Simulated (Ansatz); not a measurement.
Reference: TaW₃ (Fm-3m), PBEsol, DFPT electron-phonon coupling, linearised Boltzmann equation (plane waves, PAW, scalar-relativistic; Ansatz, a program for electronic structure); geometry: relaxed with this functional, without spin-orbit coupling.

TaW3 is taken in the cubic space group Fm-3m (No. 225), Pearson symbol cF16. Lattice parameters: a = b = c = 6.357 Å, α = β = γ = 90.00°. Ta on 4a is surrounded by 8 W at 2.753 Å and 6 W at 3.178 Å. W1 on 8c sees 4 W at 2.753 Å and 6 W at 3.178 Å and 4 Ta at 2.753 Å. W2 on 4b is coordinated by 8 W at 2.753 Å and 6 Ta at 3.178 Å. (Neighbours: up to the widest gap in distance over summed covalent radii, below 1.35, at either atom.)
(The calculation used a cell of 4 atoms; values per cell refer to that cell.)

The resistivity at 300 K is 4.4 μΩ·cm.

Question: Replace Ta by V on the same sites and relax. What happens?

Answer: VW3 (Fm-3m): volume per atom 16.1 to 15.0 Å³; resistivity at 300 K stays about the same (4.4 μΩ·cm to 4.1 μΩ·cm).

Moves up to 10 % count as about the same. Metals; harmonic phonons alone scatter; means over directions. Halving the electron mesh moves these values by up to 7 %; q meshes are mostly untested. Spin-orbit coupling is left out.

Computed structure with no diffraction record at hand here (it may be known, metastable or hypothetical): TaW3 (Fm-3m), VW3 (Fm-3m). Treated as nonmagnetic (a ferromagnetic start lost its moment, other orders weren't tried): VW3 (Fm-3m). The missing spin-orbit coupling matters most for TaW3 (Fm-3m), VW3 (Fm-3m).
